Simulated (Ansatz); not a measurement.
ScSnCN (model structure, started from the AlSiCN type, P3m1, No. 156, 4 atoms in the cell), treated with PBE0 in Ansatz (PAW).

Numerical settings: plane-wave cutoff 460 eV, 9×9×6 k mesh (along the axes of the cell as run), Fermi–Dirac smearing 0.01 eV, scalar-relativistic PAW data made under PBE.

Cell (relaxed with PBEsol):

```
ScSnCN
1.0
    3.57543     0.00000     0.00000
   -1.78772     3.09641     0.00000
    0.00000     0.00000     5.40588
Sc Sn C N
1 1 1 1
Cartesian
  0.00000   2.06428   2.85112
  1.78772   1.03214   5.44541
  0.00000   2.06428   0.59463
  1.78772   1.03214   3.27201
```

Problem. Estimate the band gap that the calculation returns.

Solution. 
* **band gap**: 3.51 eV

Note: the relaxation could raise the start's symmetry but not lower it, so the cell can be a saddle point; cell and atoms aren't relaxed at this level (largest force component 0.22 eV/Å, pressure 0.6 GPa).

Spin–orbit coupling is not included.

The computed numbers hold no vibrational or temperature effects.

Cost on a shared machine: about 7 core-minutes (a rough figure).

A model structure was made by putting elements into a prototype or built by hand; it is no filed structure, need not be a known phase, and can be a saddle point held by its symmetry.

Ansatz is an electronic-structure program.
